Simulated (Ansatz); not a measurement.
Base system: W in the bcc (W type) structure (space group Im-3m, No. 229; a = 3.154 Å; relaxed with 0.1 eV smearing). Axes: x, y, z lie along the cube axes.

The values are results of PBEsol (Ansatz, a quantum-chemistry and plane-wave program; PAW; 420 eV plane waves; scalar-relativistic without spin-orbit coupling), earlier PAW set, not measurements.

One thing is altered: tensor shear ε_yz = −1.06 % (engineering shear γ = -0.0212), atoms relaxed at fixed cell.

Question: Predict the stress tensor and what it implies for the stiffness.

Answer: Stress of the strained cell less that of the base (GPa, compression positive):
```
    0.1     0.0     0.0
    0.0     0.1     3.2
    0.0     3.2     0.1
```

Then −Δσ/γ with γ = 2ε = -0.0212 gives relaxed-ion elastic constants: C44 ≈ 149 GPa.

Whether these cells are dynamically stable was not tested. All final runs are without spin polarisation.
